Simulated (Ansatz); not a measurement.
The starting structures come from a database of crystals and need not be the phases stable at ambient conditions.

 Where the default PAW files enter, the runs use the earlier of Ansatz's two default sets.

```
O2Si
1.0
    4.96212     0.00000     0.00000
    0.21096     4.95763     0.00000
    2.37558    -2.47881     3.50342
Si O
2 4
Cartesian
  0.00000   0.00000   0.00000
  2.48106   0.00000   1.75171
  3.95152  -0.23992   1.21495
  1.47046  -0.23992   0.53676
  2.30387   1.47933   2.28847
  2.19839  -0.99948   2.96666
```

Space group of this cell: Fdd2. The cell is strained (lengths across the current scaled by 0.98, ions clamped); by r2SCAN its mean pressure is 7.5 GPa.

Transport runs along the normal of the first two printed cell vectors.

The gap is the functional's own. No spin-orbit coupling. Mid-gap values are interpolated on the energy grid.

Q: Compute, with r2SCAN (Ansatz, a program for electronic structure), the band gap and the smallest decay constant κ at mid-gap.

A: Gap 6.73 eV on a 8×8×8 mesh; κ = 0.565 1/Å, at the zone centre.
